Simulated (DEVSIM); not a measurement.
Structure: Schottky contact on n-type GaP, at 300 K.

```
layer (left to right)  material  thickness (μm)  Nd (cm⁻³)  τn (s)  τp (s)
---------------------  --------  --------------  ---------  ------  ------
1                           GaP           0.400     5.4e15  1.4e-6  1.4e-6
```

Left contact: Schottky, work function 5.22 eV, emission velocity 3.3e6 cm/s. Right contact: ohmic. Voltage is applied to the left contact. Recombination: SRH at mid-gap. Mobility is constant in doping.

Constants are typed, rounded textbook-type inputs, not results; the design itself was drawn at random and stands for no fabricated device. Values at 300 K.

```csv
parameter,GaP
gap (eV),2.26
affinity (eV),3.8
permittivity,11.1
Nc (cm⁻³),1.8e19
Nv (cm⁻³),1.9e19
μn (cm²/Vs),250
μp (cm²/Vs),150
```

Simulated with DEVSIM: 1D drift-diffusion, Boltzmann statistics, complete ionisation; no tunnelling, impact ionisation, image-force lowering or self-heating. Metal contacts follow the ideal Schottky-Mott rule: no Fermi-level pinning, no interface dipoles.

The doping Nd of layer 1 was swept, all else fixed.

```
doping Nd of layer 1 (cm^-3)  largest field in the device at zero bias (V/cm)  potential step across the device at zero bias (V)  dark forward voltage at 100 A/cm² (V)  dark forward voltage at 1 A/cm² (V)
----------------------------  -----------------------------------------------  -------------------------------------------------  -------------------------------------  -----------------------------------
1.6e14                                                                  29000                                              1.119                                  1.744                                1.060
5.4e14                                                                  31000                                              1.151                                  1.335                                1.045
1.6e15                                                                  35000                                              1.179                                  1.224                                1.033
5.4e15                                                                    [?]                                              1.210                                    [?]                                  [?]
1.6e16                                                                  79000                                              1.238                                  1.145                                1.014
5.4e16                                                                 150000                                              1.270                                  1.134                                1.010
1.6e17                                                                 260000                                              1.298                                  1.129                                1.008
```

Question: Complete the blanks.

Answer: 
- 5.4e15, largest field in the device at zero bias (V/cm): 48000
- 5.4e15, dark forward voltage at 100 A/cm² (V): 1.170
- 5.4e15, dark forward voltage at 1 A/cm² (V): 1.021
